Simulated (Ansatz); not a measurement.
Data:

```
CELL_PARAMETERS angstrom
      2.43811     1.40764     4.16642
     -2.43811     1.40764     4.16642
      0.00000    -2.81529     4.16642
ATOMIC_POSITIONS crystal
  B  0.01061 0.65383 0.01061
  B  0.98939 0.34617 0.98939
  B  0.01061 0.01061 0.65383
  B  0.98939 0.98939 0.34617
  B  0.65383 0.01061 0.01061
  B  0.34617 0.98939 0.98939
  B  0.22160 0.62979 0.22160
  B  0.77840 0.37021 0.77840
  B  0.22160 0.22160 0.62979
  B  0.77840 0.77840 0.37021
  B  0.62979 0.22160 0.22160
  B  0.37021 0.77840 0.77840
```

These are PBEsol, rigid bands (plane waves, PAW, scalar-relativistic; Ansatz, an electronic-structure program) values and carry that method's errors. How the cell was made: cell and atoms relaxed with PBEsol.

Problem. Predict the electron conductivity mass (n e² τ/σ) at 300 K, by direction if it differs.

Solution. 0.77 (x), 0.77 (y), 1.92 (z) mₑ.

Problem. Predict the hole conductivity mass (n e² τ/σ) at 300 K, by direction if it differs.

Solution. 0.20 (x), 0.20 (y), 2.4 (z) mₑ.

Problem. And the band gap?

Solution. 1.34 eV at this level; semilocal functionals usually fall short of the measured gap.

Rigid bands, one relaxation time for all states, no polarons. Spin-orbit coupling is left out.
